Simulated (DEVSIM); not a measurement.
# abrupt Si p-n junction

System: abrupt Si p-n junction, at 250 K.

```
layer (left to right)  material  thickness (μm)  Nd (cm⁻³)  Na (cm⁻³)  τn (s)  τp (s)
---------------------  --------  --------------  ---------  ---------  ------  ------
1                            Si           0.900          -     6.4e15  1.7e-7  1.7e-7
2                            Si            76.0     4.2e14          -  1.7e-7  5.1e-8
```

Left contact: ohmic. Right contact: ohmic. Voltage is applied to the left contact. Recombination: SRH at mid-gap. Mobility is μmin + (μ − μmin)/(1 + (N/Nref)^α).

This is a model device: material constants are rounded textbook-type values typed into the input, and sizes, dopings and lifetimes were drawn at random. Values at 300 K; Nc and Nv go as T^1.5, mobilities as T to minus their exponent, the gap by Varshni's rule with the affinity fixed.

| parameter | Si |
|---|---|
| gap (eV) | 1.124 |
| affinity (eV) | 4.05 |
| permittivity | 11.7 |
| Nc (cm⁻³) | 2.86e19 |
| Nv (cm⁻³) | 3.1e19 |
| μn (cm²/Vs) | 1417 |
| μp (cm²/Vs) | 470 |
| μn,min | 52 |
| μp,min | 45 |
| Nref,n | 9.7e16 |
| Nref,p | 2.2e17 |
| αn | 0.68 |
| αp | 0.72 |
| T exponent of μn | 2.3 |
| T exponent of μp | 2.2 |
| Varshni α (eV/K) | 0.000473 |
| Varshni β (K) | 636 |

Simulated with DEVSIM: 1D drift-diffusion, Boltzmann statistics, complete ionisation; no tunnelling, impact ionisation, image-force lowering or self-heating.

| Item | Result |
|---|---|
| Potential step across the device at zero bias | 0.725 V |
| Largest field in the device at zero bias | 9200 V/cm |
| Dark forward voltage at 1 A/cm² | 0.694 V |

Dark reverse current:

```tsv
V (V)	J (A/cm²)
-0.20	-1.9e-9
-0.50	-3.8e-9
-1.00	-6.3e-9
-1.50	-8.4e-9
-2.00	-1.0e-8
-3.00	-1.3e-8
-4.00	-1.6e-8
-5.00	-1.8e-8
-6.50	-2.1e-8
-8.00	-2.4e-8
-10.00	-2.7e-8
```

Small-signal capacitance in reverse bias (quasi-static):

| V (V) | C (nF/cm²) |
|---|---|
| -0.2 | 6.09 |
| -0.5 | 5.26 |
| -1 | 4.41 |
| -1.5 | 3.87 |
| -2 | 3.49 |
| -3 | 2.98 |
| -4 | 2.64 |
| -5 | 2.40 |
| -6.5 | 2.13 |
| -8 | 1.94 |
| -10 | 1.75 |
